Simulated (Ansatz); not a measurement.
Consider TiO2 in the anatase structure (space group I4_1/amd, No. 141; a = 3.7393 Å, c = 9.4551 Å). Axes: x, y, z lie along a, b, c of the conventional cell.

Calculations: Kohn–Sham DFT with the LDA functional, run in Ansatz (a first-principles code) with PAW and 420 eV plane waves, no SOC.

Base values:

The smallest direct gap is 2.44 eV.

One thing is altered: uniaxial strain ε_xx = −1.20 %, all other strain components held at zero, atoms relaxed at fixed cell.

Task: How does this affect the smallest direct gap and stress?

Result: The smallest direct gap grows by 0.04 eV, from 2.44 eV to 2.48 eV; the stress (xx, yy, zz, yz, xz, xy; compression positive) amounts to (4.89, 2.03, 2.03, 0.00, 0.00, 0.00) GPa.

Whether these cells are dynamically stable was not tested. All final runs are without spin polarisation.
